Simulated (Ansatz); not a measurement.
A computed series for Pb: response to strain

Start from Pb in the fcc (Cu type) structure (space group Fm-3m, No. 225; relaxed with 0.1 eV smearing).

```
CELL_PARAMETERS angstrom
      0.00000     2.46707     2.46707
      2.46707     0.00000     2.46707
      2.46707     2.46707     0.00000
ATOMIC_POSITIONS crystal
  Pb 0.00000 0.00000 0.00000
```

Strains are applied to the cell and any free atomic positions relax.

Computed with PBEsol (Ansatz, a quantum-chemistry and plane-wave program; PAW; 420 eV plane waves; scalar-relativistic without spin-orbit coupling).

Candidates:
(a) isotropic strain +2.50 %
(b) isotropic strain −3.00 %
(c) isotropic strain +3.00 %
(d) isotropic strain +1.00 %

Notes on the quantities. energy relative to the base: free energy F.

**Question.** Order them by energy relative to the base, lowest first.

**Answer.** (d) isotropic strain +1.00 % (+3.9 meV/atom), (a) isotropic strain +2.50 % (+23 meV/atom), (c) isotropic strain +3.00 % (+32 meV/atom), (b) isotropic strain −3.00 % (+40 meV/atom)

No phonon test of stability was made.
